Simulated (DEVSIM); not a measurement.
System: Ru/HfO2/n-Si capacitor, at 300 K.

```tsv
layer (left to right)	material	thickness (nm)	Nd (cm⁻³)
1	HfO2	8.30	-
2	Si	7200	6.4e15
```

Metal gate on the left, work function 4.7 eV. Fixed charge at the semiconductor interface -1.6e10 cm⁻² (in units of +e); interface traps 2.2e10 cm⁻² eV⁻¹, uniform in energy, neutral level at 0.5 of the gap above the valence band.

The device is made up for the run: typed textbook-type constants, with dimensions and the other settings drawn at random. Values at 300 K.

```tsv
parameter	HfO2	Si
gap (eV)	5.7	1.124
affinity (eV)	2.5	4.05
permittivity	22	11.7
Nc (cm⁻³)	-	2.86e19
Nv (cm⁻³)	-	3.1e19
```

Model (solved in DEVSIM): 1D Poisson equation in equilibrium, Boltzmann statistics, complete ionisation; no quantum confinement or tunnelling. Metal contacts follow the ideal Schottky-Mott rule: no Fermi-level pinning, no interface dipoles.

Base results: minimum of the low-frequency capacitance (μF/cm²) 0.0349; threshold voltage (band bending 2φF) (V) -0.27; capacitance of the dielectric stack (μF/cm²) 2.35; flat-band voltage (V) 0.43.

Problem. What follows from this one change: fixed charge -1.6e+10 → -5.116e+12 cm^-2?

Solution. minimum of the low-frequency capacitance little changed (0.0346 μF/cm²); threshold voltage (band bending 2φF) -0.27 → 0.08 V; capacitance of the dielectric stack little changed (2.35 μF/cm²); flat-band voltage 0.43 → 0.78 V.

Problem. What follows from this one change: HfO2 thickness 0.0083 → 0.0033 μm?

Solution. minimum of the low-frequency capacitance 0.0349 → 0.0358 μF/cm²; threshold voltage (band bending 2φF) little changed (-0.26 V); capacitance of the dielectric stack 2.35 → 5.90 μF/cm²; flat-band voltage little changed (0.43 V).

Problem. What follows from this one change: substrate doping 6.4e+15 → 1.3e+15 cm^-3?

Solution. minimum of the low-frequency capacitance 0.0349 → 0.0188 μF/cm²; threshold voltage (band bending 2φF) -0.27 → -0.22 V; capacitance of the dielectric stack little changed (2.35 μF/cm²); flat-band voltage 0.43 → 0.39 V.

Problem. What follows from this one change: interface trap density 2.2e+10 → 1e+10 cm^-2 eV^-1?

Solution. minimum of the low-frequency capacitance 0.0349 → 0.0331 μF/cm²; threshold voltage (band bending 2φF) little changed (-0.27 V); capacitance of the dielectric stack little changed (2.35 μF/cm²); flat-band voltage little changed (0.43 V).
